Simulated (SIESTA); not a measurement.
# Short convergence ladders for Hf2Hg (I4mm, 3 atoms in the cell)

```xyz
3
Lattice="-1.6600 1.6600 5.7842 1.6600 -1.6600 5.7842 1.6600 1.6600 -5.7842" Properties=species:S:1:pos:R:3 pbc="T T T"
Hf     0.0000     0.0000     7.7514
Hf     0.0000     0.0000     3.8669
Hg     0.0000     0.0000     0.0000
```

Base method: GGA PBEsol, numerical atomic orbitals DZP, PseudoDojo PBEsol standard norm-conserving potentials (rewritten from UPF to PSML) (SIESTA).

Base settings: XC.functional = GGA; XC.authors = PBEsol; potentials = PseudoDojo PBEsol standard; PAO.BasisSize = DZP; PAO.EnergyShift = 0.005 Ry; MeshCutoff = 300 Ry; kgrid.MonkhorstPack = 6 6 6; OccupationFunction = FD; ElectronicTemperature = 1160.45 K; MaxSCFIterations = 150.

Core times come from one kind of shared machine, to one figure; runs under 30 s give none.

**The k-point mesh**

The second cell is the first with its lattice scaled by 0.98.

Only quantities that move along the ladder and can be compared are tabulated.

```tsv
kgrid.MonkhorstPack	free energy less the last step's (meV/atom)	energy of the compressed cell less the first (meV/atom)	pressure (GPa)	largest difference of a force vector from the last step's (eV/Å)
2 2 2	-116.40	-26.60	-5.60	0.166
4 4 4	21.87	-16.81	-4.49	0.048
5 5 5	5.27	-14.32	-4.19	0.004
6 6 6	-4.26	-13.91	-4.15	0.078
8 8 8	0.00	-15.15	-4.28	0.000
```

Coarsest kgrid.MonkhorstPack that holds the pressure within 0.5 GPa of the last step, with all finer ones: 4 4 4; the step before is off by 1.3 GPa.

Coarsest kgrid.MonkhorstPack that holds the forces within 0.02 eV/Å: not settled: the last two steps still differ by 0.078 eV/Å, over half the tolerance, so the ladder does not show it.

Coarsest kgrid.MonkhorstPack that holds the free energy within 2 meV/atom: not settled: the last two steps still differ by 4.3 meV/atom, over half the tolerance, so the ladder does not show it.

**The k-point mesh at a smearing width of 0.02 eV**

In this ladder: ElectronicTemperature = 232.09 K.

Only quantities that move along the ladder and can be compared are tabulated.

| kgrid.MonkhorstPack | free energy less the last step's (meV/atom) | pressure (GPa) | largest difference of a force vector from the last step's (eV/Å) | core time / last (rough) |
|---|---|---|---|---|
| 5 5 5 | 8.13 | -4.36 | 0.081 | 0.3 |
| 7 7 7 | -1.69 | -4.25 | 0.071 | 0.4 |
| 10 10 10 | -1.19 | -4.24 | 0.004 | 0.8 |
| 13 13 13 | 0.00 | -4.28 | 0.000 | 1 |

Coarsest kgrid.MonkhorstPack that holds the forces within 0.01 eV/Å of the last step, with all finer ones: 10 10 10; the step before is off by 0.071 eV/Å.

Coarsest kgrid.MonkhorstPack that holds the pressure within 0.05 GPa: not settled: the last two steps still differ by 0.04 GPa, over half the tolerance, so the ladder does not show it.

Coarsest kgrid.MonkhorstPack that holds the free energy within 5 meV/atom of the last step, with all finer ones: 7 7 7, at about 0.4 of the last step's time; the step before is off by 8.1 meV/atom.

**The k-point mesh at a smearing width of 0.3 eV**

In this ladder: ElectronicTemperature = 3481.36 K.

Only quantities that move along the ladder and can be compared are tabulated.

| kgrid.MonkhorstPack | free energy less the last step's (meV/atom) | largest difference of a force vector from the last step's (eV/Å) | core time / last (rough) |
|---|---|---|---|
| 5 5 5 | 1.26 | 0.008 | 0.4 |
| 7 7 7 | 0.29 | 0.001 | 0.4 |
| 10 10 10 | -0.02 | 0.000 | 0.8 |
| 13 13 13 | 0.00 | 0.000 | 1 |

Coarsest kgrid.MonkhorstPack that holds the free energy within 1 meV/atom of the last step, with all finer ones: 7 7 7, at about 0.4 of the last step's time; the step before is off by 1.3 meV/atom.

Coarsest kgrid.MonkhorstPack that holds the forces within 0.005 eV/Å of the last step, with all finer ones: 7 7 7, at about 0.4 of the last step's time; the step before is off by 0.008 eV/Å.

On the base run: the starting cell comes from a database of computed structures (which also holds hypothetical and non-ambient phases and stackings), without a prior relaxation at this level. Its lattice was rescaled by up to half a per cent. One atom was moved a little off its site on purpose. Values carry the incompleteness of an atom-centred basis. In the base run, with a pressure of about -4 GPa the cell is away from its equilibrium volume at this level.
